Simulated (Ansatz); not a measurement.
KBr, pressure series

Base system: KBr in the rock salt structure (space group Fm-3m, No. 225; a = 6.608 Å).

Cell and atoms are relaxed at each pressure.

The values are results of r2SCAN (Ansatz, a first-principles code, PAW, no SOC), not measurements.

Two rows of this table had their results exchanged by mistake.

```tsv
pressure	volume per atom (Å³)	shortest distance (Å)	band gap
pressure −2 GPa	44.50	3.544	4.55 eV
pressure −1 GPa	31.53	3.159	5.49 eV
pressure 0.3 GPa	35.43	3.284	5.12 eV
pressure 0.7 GPa	34.66	3.261	5.18 eV
pressure 1.5 GPa	33.39	3.220	5.30 eV
pressure 3 GPa	38.90	3.388	4.86 eV
pressure 5 GPa	29.72	3.097	5.70 eV
pressure 7.5 GPa	28.03	3.038	5.91 eV
pressure 10 GPa	26.73	2.990	5.79 eV
```

**Question.** Which two?

**Answer.** The rows for pressure −1 GPa and pressure 3 GPa: the volume has to fall steadily with pressure, so 38.90 Å³ belongs to pressure −1 GPa and 31.53 Å³ to pressure 3 GPa.

Load acts through the strain it causes; cell and atoms are relaxed under it. Stability against distortions was not tested. No other phases were tried under pressure.
